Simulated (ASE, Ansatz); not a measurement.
One thermal frame of composition TiSi, cell Ti24Si24, brought to this temperature after a much hotter stage, at a temperature that wasn't checked against the liquidus, so perhaps supercooled [in the CHGNet run: it was liquid; mean temperature 1653 K (target 1660 K); density 3.80 g/cm³, volume +4 % from the start cell's; mean pressure -1.5 GPa against a target of 0], 1660 K, computed in Ansatz (plane waves, PAW) at several levels on the same positions and k-sampling (one point, (1/4, 1/4, 1/4)); no spin polarisation or spin-orbit coupling.

The frame comes from MD with CHGNet (ASE). The base level is PBE (cutoff 420 eV), whose static pressure on this k-sampling is -1.9 GPa. On the run's last frame a denser k-mesh moved the forces by 0.055 eV/Å rms, the static pressure by -0.06 GPa and the free energy by -2 meV/atom, which is about how far such values are converged. That check is the base level's. Differences between levels on one k-sampling err less than the absolute values. Cutoffs of the other levels: 500 eV for r2SCAN, the files' default (420 eV for most) otherwise. Volume per atom 16.59 Å³.

```
level   static pressure less the base's (GPa)  rms force change from the base (eV/Å)                      cost
------  -------------------------------------  -------------------------------------  ------------------------
PBE                                         0                                      0                    (base)
r2SCAN                                    ___                                   0.05  roughly 110 core-seconds
```

Q: Complete the blanks.

A: 
- r2SCAN, static pressure less the base's (GPa): -1.3

Ansatz is a quantum-chemistry and plane-wave program.
